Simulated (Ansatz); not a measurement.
The reference is AlN in the zinc blende structure (space group F-43m, No. 216; a = 4.370 Å). Axes: x, y, z lie along the cube axes.

The change: tensile biaxial strain of 0.50 % in the plane normal to [001], as in epitaxy on a mismatched substrate; the out-of-plane cell vector and the atoms relax.

Level of theory: Ansatz (a first-principles code), r2SCAN, PAW, cutoff 500 eV, no spin-orbit coupling.

Q: Give the band edges at the high-symmetry points of the new zone, measured from its valence-band maximum.

A: 
```
point  valence edge (eV)  conduction edge (eV)
-----  -----------------  --------------------
Γ                   0.00                  4.77
X                  -1.80                  3.92
P                  -2.70                  6.74
N                  -0.47                  8.11
M                  -1.89                  3.88
S                  -1.49                  5.68
S₀                 -1.49                  5.68
R                  -2.70                  6.63
G                  -2.70                  6.63
```

The gap is 3.88 eV, indirect, Γ → M.

Whether these cells are dynamically stable was not tested. This is not the structure that AlN has at room temperature and ambient pressure. k-point labels follow each cell's own Brillouin zone.
